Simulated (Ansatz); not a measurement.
The reference is HgS in the zinc blende structure (space group F-43m, No. 216; a = 5.876 Å).

Perturbation: cell and atoms relaxed at a pressure of 0.9 GPa.

Levels (all Ansatz, a quantum-chemistry and plane-wave program, PAW): PBEsol (420 eV, no spin-orbit coupling); PBEsol+SOC (420 eV, noncollinear with spin-orbit coupling).

The geometry is relaxed with PBEsol.

```
Property          Result
---------------  -------
PBEsol pressure  0.9 GPa
```

**Question.** What does PBEsol+SOC give at this geometry for the pressure?

**Answer.** The pressure drops by 0.7 GPa (0.9 GPa → 0.2 GPa).

Single points use the geometry relaxed with PBEsol. A case with no gap was solved on a k-mesh chosen for an insulator, which is coarse for it. The spin-orbit shifts are approximate. Load acts through the strain it causes; cell and atoms are relaxed under it. Stability against distortions was not tested. The runs without spin-orbit coupling are not spin-polarised.
